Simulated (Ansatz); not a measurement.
The parent structure is Sn (space group I4_1/amd, No. 141; a = 5.887 Å, c = 3.186 Å; relaxed with 0.1 eV smearing). Axes: x, y, z lie along a, b, c of the conventional cell.

All numbers come from r2SCAN (Ansatz, a first-principles code, PAW, no spin-orbit coupling).

For the base:

The volume per atom comes out as 27.60 Å³.

Perturbation: compressive biaxial strain of 4.86 % in the plane normal to [001], as in epitaxy on a mismatched substrate; the out-of-plane cell vector and the atoms relax.

**Question.** What does the calculation give for the volume per atom and energy relative to the base after the change?

**Answer.** The volume per atom falls by 1.26 Å³ (27.60 Å³ → 26.34 Å³); the energy goes up by 46 meV/atom.

A biaxial case was relaxed in a doubled cell and then solved in the primitive one. Stability against distortions was not tested.
